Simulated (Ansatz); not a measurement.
# Several settings converged on V (Im-3m, 1 atom in the cell)

```yaml
crystal:
  lattice:
    - [-1.50743, 1.50743, 1.50743]
    - [1.50743, -1.50743, 1.50743]
    - [1.50743, 1.50743, -1.50743]
  atoms:
    - { symbol: V, position: [0.00000, 0.00000, 0.00000] }
```

Base method: PBE (plane waves, PAW; Ansatz, an electronic-structure program).

Base settings: basis.ecutwfc = 30.9 Ry; kpoints.mp_grid.grid = 15 15 15; hamiltonian.xc = pbe; hamiltonian.pseudopotentials = {kind: paw} (the program's default PAW files); scf.occupations.method = gaussian; scf.occupations.width = 0.0073 Ry.

The count of work is k-points × plane waves × bands × iterations; it is no time. 

**The width of Fermi-Dirac smearing**

In this ladder: kpoints.mp_grid.grid = 24 24 24; scf.occupations.method = fermi_dirac.

Narrow widths need finer meshes than wide ones, so the last steps can hold mesh noise.

Only quantities that move along the ladder and can be compared are tabulated; pressure and forces are left out, as mesh noise rules them at narrow widths.

| scf.occupations.width | free energy less the last step's (meV/atom) | energy extrapolated to zero width less the last step's (meV/atom) |
|---|---|---|
| 0.0735 Ry | -2228.11 | -129.58 |
| 0.0367 Ry | -585.33 | -35.11 |
| 0.022 Ry | -223.55 | -21.11 |
| 0.0147 Ry | -102.99 | -8.46 |
| 0.0073 Ry | -21.65 | -0.78 |
| 0.0037 Ry | 0.00 | 0.00 |

Widest scf.occupations.width that holds the energy extrapolated to zero width within 2 meV/atom of the last step, with all finer ones: 0.0073 Ry; the step before is off by 8.5 meV/atom.

Widest scf.occupations.width that holds the free energy within 5 meV/atom: not settled: the last two steps still differ by 22 meV/atom, over half the tolerance, so the ladder does not show it.

The extrapolation to zero width removes most of the smearing's effect on the energy.

**The width of Methfessel-Paxton smearing**

In this ladder: kpoints.mp_grid.grid = 24 24 24; scf.occupations.method = methfessel_paxton.

Narrow widths need finer meshes than wide ones, so the last steps can hold mesh noise.

Only quantities that move along the ladder and can be compared are tabulated; pressure and forces are left out, as mesh noise rules them at narrow widths.

```csv
scf.occupations.width,free energy less the last step's (meV/atom)
0.0735 Ry,-26.41
0.0367 Ry,-6.17
0.022 Ry,-0.97
0.0147 Ry,-0.28
0.0073 Ry,-0.16
0.0037 Ry,0.00
```

Widest scf.occupations.width that holds the free energy within 2 meV/atom of the last step, with all finer ones: 0.022 Ry; the step before is off by 6.2 meV/atom.

**The mesh under tetrahedron occupations**

In this ladder: scf.occupations.method = tetrahedron; scf.occupations.width = default.

Only quantities that move along the ladder and can be compared are tabulated.

```tsv
kpoints.mp_grid.grid	free energy less the last step's (meV/atom)	pressure (GPa)	count of work / last
6 6 6	-17.97	-2.85	0.015
8 8 8	-11.56	-3.63	0.028
10 10 10	-6.28	-3.14	0.045
12 12 12	0.05	-3.23	0.070
15 15 15	-0.51	-3.23	0.12
18 18 18	-0.11	-3.21	0.19
23 23 23	0.04	-3.21	0.35
29 29 29	0.07	-3.22	0.55
36 36 36	0.00	-3.22	1.0
```

Coarsest kpoints.mp_grid.grid that holds the free energy within 5 meV/atom of the last step, with all finer ones: 12 12 12, at 0.070 of the last step's count of work; the step before is off by 6.3 meV/atom.

Coarsest kpoints.mp_grid.grid that holds the pressure within 0.2 GPa of the last step, with all finer ones: 10 10 10, at 0.045 of the last step's count of work; the step before is off by 0.40 GPa.

On the base run: the starting cell has typed, rounded lattice constants, without a prior relaxation at this level. Its lattice was rescaled by up to half a per cent. Spin polarisation is off. In the base run, with a pressure of about -3 GPa the cell is away from its equilibrium volume at this level. Ansatz's pressure includes its estimate of the finite-basis (Pulay) stress.

Left out of this page: 4 runs of the series outside the window shown, repeating another row's setting, or not comparable.

Keys are those of Ansatz 0.2.
